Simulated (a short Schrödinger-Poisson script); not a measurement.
# MOS inversion layer, Si3N4 on p-type Si(110)

Stack: MOS inversion layer, Si3N4 on p-type Si(110), at 300 K.

| layer | material | thickness (nm) | Na (cm⁻³) |
|---|---|---|---|
| 1 | Si3N4 | 5.1 | - |
| 2 | Si | 1300 | 5.5e16 |

Constants are typed, rounded textbook-type inputs, not results; the design itself was drawn at random and stands for no fabricated device. Si3N4: permittivity 7.5, conduction-band edge (eV) 1.95, gap (eV) 5.1, electron mass (mₑ) 0.5. Si: permittivity 11.7, conduction-band edge (eV) 0, gap (eV) 1.124, Nv at 300 K (cm⁻³) 3.1e19.

Channel valleys (confinement mass, in-plane density-of-states mass, number): Δ4 0.315, 0.324, 4; Δ2 0.19, 0.417, 2. At the gate the conduction-band edge of layer 1 lies 2.31 eV − eVg above the Fermi level of the channel; the field vanishes at the back. Gaps are held at their typed values at every temperature. Mesh 0.03 nm at interfaces.

Solved with a short Schrödinger-Poisson script written for these runs: 1D Poisson equation in equilibrium, electrons quantum, Hartree (BenDaniel-Duke, 12 states a valley, the channel's in-plane mass for all, wave functions ending at the dielectric), parabolic valleys, classical holes, full ionisation, no traps, pinning or gate leakage.

```
Vg (V)  electrons (cm⁻²)  C (μF/cm²)  Δ4 E0 (meV)  Δ4 E1 (meV)  Δ2 E0 (meV)  Δ2 E1 (meV)
------  ----------------  ----------  -----------  -----------  -----------  -----------
0.1               6.50e6      0.0821        393.2        432.2        402.8        448.6
0.2               2.14e8      0.0777        302.1        343.1        312.2        360.5
0.3               6.98e9       0.107        211.3        254.3        221.9        272.5
0.4              1.23e11       0.446        136.3        181.9        147.7        201.0
0.5              4.96e11       0.751         98.9        148.7        111.8        168.7
0.6              1.00e12       0.871         79.3        133.7         94.0        154.6
0.7              1.56e12       0.933         66.6        125.2         83.0        146.8
0.8              2.16e12       0.971         57.1        119.7         75.2        141.9
0.9              2.77e12       0.998         49.5        115.9         69.3        138.6
1                3.40e12        1.02         43.2        113.1         64.5        136.2
1.1              4.04e12        1.03         37.8        111.0         60.6        134.4
1.2              4.69e12        1.05         33.0        109.3         57.3        133.0
1.3              5.35e12        1.06         28.8        108.0         54.4        132.0
1.4              6.01e12        1.07         24.9        106.9         51.8        131.1
1.5              6.68e12        1.08         21.3        106.1         49.6        130.5
1.6              7.35e12        1.08         18.0        105.4         47.5        129.9
1.7              8.03e12        1.09         14.9        104.8         45.7        129.5
1.8              8.71e12        1.09         12.0        104.3         44.0        129.1
1.9              9.40e12        1.10          9.2        103.9         42.5        128.9
2                1.01e13        1.10          6.6        103.6         41.0        128.6
```

Gate voltages with under 1e6 electrons/cm² are left out.

Subbands count from the Fermi level.
